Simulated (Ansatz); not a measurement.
Fluorite PbF2 (high-temperature phase)

Level of theory: r²SCAN (PAW; Ansatz, a first-principles code).

Numerical settings: plane-wave cutoff 600 eV, 8×8×8 k mesh, finite displacements, scalar-relativistic PAW data made under PBE.

Cell (measured lattice):

```
PbF2
1.0
    0.00000     2.96530     2.96530
    2.96530     0.00000     2.96530
    2.96530     2.96530     0.00000
Pb F
1 2
Direct
  0.00000   0.00000   0.00000
  0.75000   0.75000   0.75000
  0.25000   0.25000   0.25000
```

| Item | Value |
|---|---|
| electronic dielectric constant ε∞ | 3.17 |
| static dielectric constant | 32.5 |

Note: the cell isn't this level's own, so it is under some stress, which shifts stiffness and frequencies.

Spin–orbit coupling is not included; it can shift volumes and moduli of such heavy elements.

The result took roughly 4 core-minutes.
